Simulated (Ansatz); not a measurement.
**GaP: isotropic strain −1.49 %**

Start from GaP in the zinc blende structure (space group F-43m, No. 216; a = 5.451 Å).

One thing is altered: every lattice vector is shortened by 1.49 %; the atoms relax in the strained cell.

All numbers come from r2SCAN (Ansatz, a first-principles code), spin-orbit coupling left out. k-mesh 10×10×10 (Γ-centred); smearing 0.05 eV (Fermi–Dirac).

The space group remains F-43m (No. 216) and the shortest interatomic distance drops by 0.0352 Å (2.361 Å → 2.325 Å). The energy rises by 12 meV/atom and the band gap falls by 0.082 eV, from 1.85 eV to 1.76 eV. The gap character remains indirect, Γ → Γ–X (87 % along) and the smallest direct gap rises by 0.40 eV, from 2.36 eV to 2.76 eV. The mean gap deformation potential ΔEg/Δln V is +1.8 eV and the width of the top valence band rises by 0.23 eV to 3.77 eV. The electron mass goes from 1.1 mₑ along k, 0.23 mₑ across (off the special points) to 1.1 mₑ along k, 0.22 mₑ across (off the special points) and the hole mass (degenerate bands, along [100]) changes from 0.13, 0.37, 0.37 mₑ (at Γ) to 0.14, 0.35, 0.35 mₑ (at Γ). The valley order (the lowest conduction-band minima on the path, energy above the VBM, named in the base's zone) goes from a point along ⟨100⟩, about 1.0 Å⁻¹ from Γ 1.85 eV; L along ⟨111⟩ 2.04 eV; Γ 2.36 eV to a point along ⟨100⟩, about 1.0 Å⁻¹ from Γ 1.76 eV; L along ⟨111⟩ 2.19 eV; Γ 2.76 eV.

Effective masses come from finite differences of ±0.01 Å⁻¹. Along k means along the line from Γ to the band edge. No phonon test of stability was made.
